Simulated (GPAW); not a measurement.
Band structure of RbMg6Cu (Amm2, 8 atoms in the cell).

```xyz
8
Lattice="5.2630 0.0000 0.0000 0.0000 3.2629 5.8703 0.0000 -3.2629 5.8703" Properties=species:S:1:pos:R:3 pbc="T T T"
Rb     2.6315     0.0000     7.8357
Mg     2.6315     1.6615     4.9057
Mg     2.6315    -1.6615     4.9057
Mg     0.0000     1.7915     6.8291
Mg     0.0000    -1.7915     6.8291
Mg     0.0000     0.0000     3.8328
Mg     0.0000     0.0000     9.9344
Cu     2.6315     0.0000     1.8895
```

Computed with PBEsol, GPAW PAW datasets PBEsol (made by gpaw-setup) (plane waves; GPAW 25.7.0).

Settings: mode = pw; ecut = 850 eV; xc = PBEsol; kpts = 4 3 3; mesh shift (steps) = 0 0 0; occupations.name = fermi-dirac; occupations.width = 0.1 eV; nbands = -16; symmetry.symmorphic = false; symmetry.tolerance = 0.0005; maxiter = 100; bandpath_npoints = 40.

The starting cell comes from a database of computed structures (which also holds hypothetical and non-ambient phases and stackings), without a prior relaxation at this level. Spin polarisation is off.

Levels in eV from the Fermi level, bands 37 to 44:
```json
[
 {"point": "Γ", "37": "-1.75", "38": "-1.32", "39": "-1.04", "40": "-0.91", "41": "-0.76", "42": "0.07", "43": "1.97", "44": "2.47"},
 {"point": "X", "37": "-0.68", "38": "-0.29", "39": "-0.25", "40": "-0.11", "41": "0.02", "42": "0.61", "43": "0.93", "44": "1.24"},
 {"point": "S", "37": "-2.11", "38": "-0.51", "39": "0.11", "40": "0.36", "41": "0.49", "42": "0.89", "43": "1.14", "44": "1.28"},
 {"point": "R", "37": "-2.25", "38": "-2.10", "39": "-1.02", "40": "-1.00", "41": "-0.55", "42": "1.61", "43": "1.71", "44": "2.18"},
 {"point": "A", "37": "-2.27", "38": "-2.20", "39": "-2.00", "40": "0.47", "41": "0.58", "42": "0.86", "43": "1.20", "44": "1.47"},
 {"point": "Z", "37": "-1.14", "38": "-1.11", "39": "-0.82", "40": "-0.78", "41": "-0.54", "42": "-0.41", "43": "-0.27", "44": "0.45"},
 {"point": "Y", "37": "-2.21", "38": "-0.49", "39": "0.02", "40": "0.22", "41": "0.52", "42": "1.05", "43": "1.32", "44": "1.74"},
 {"point": "X1", "37": "-0.68", "38": "-0.29", "39": "-0.25", "40": "-0.11", "41": "0.02", "42": "0.61", "43": "0.93", "44": "1.24"},
 {"point": "A1", "37": "-2.27", "38": "-2.20", "39": "-2.00", "40": "0.47", "41": "0.58", "42": "0.86", "43": "1.20", "44": "1.47"},
 {"point": "T", "37": "-2.25", "38": "-1.55", "39": "-1.13", "40": "-0.76", "41": "-0.66", "42": "1.99", "43": "2.02", "44": "2.15"}
]
```

Bands cross the Fermi level along this path, so the cell is metallic at this level.
